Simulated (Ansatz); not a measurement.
Consider AlN in the wurtzite structure (space group P6_3mc, No. 186).

```yaml
crystal:
  lattice:
    - [3.08878, 0.00000, 0.00000]
    - [-1.54439, 2.67496, 0.00000]
    - [0.00000, 0.00000, 4.94326]
  atoms:
    - { symbol: Al, position: [0.33333, 0.66667, 0.00000] }
    - { symbol: Al, position: [0.66667, 0.33333, 0.50000] }
    - { symbol: N, position: [0.33333, 0.66667, 0.38200] }
    - { symbol: N, position: [0.66667, 0.33333, 0.88200] }
```

Cartesian axes are those of the cell as printed.

The values are results of Ansatz (an electronic-structure program), LDA, PAW, cutoff 420 eV, without spin-orbit coupling, not measurements.

Strains are applied to the cell and any free atomic positions relax.

One change was made to it. Results:

| quantity | base | after |
|---|---|---|
| valence-band top at Γ (three highest levels, from the VBM) | 0.00, -0.23, -0.23 eV | 0.00, -0.08, -0.21 eV |
| energy relative to the base (free energy F) | 0 meV/atom | +4.2 meV/atom |
| band gap | 4.42 eV | 4.62 eV |

Question: What was done to the base?
(A) uniaxial strain ε_xx = −0.60 %
(B) uniaxial strain ε_xx = −1.80 %
(C) uniaxial strain ε_xx = −2.40 %
(D) uniaxial strain ε_xx = −1.20 %

Answer: B, uniaxial strain ε_xx = −1.80 %. For comparison, the band gap in the other runs: uniaxial strain ε_xx = −0.60 % gives 4.49 eV; uniaxial strain ε_xx = −2.40 % gives 4.69 eV; uniaxial strain ε_xx = −1.20 % gives 4.56 eV.

Whether these cells are dynamically stable was not tested.
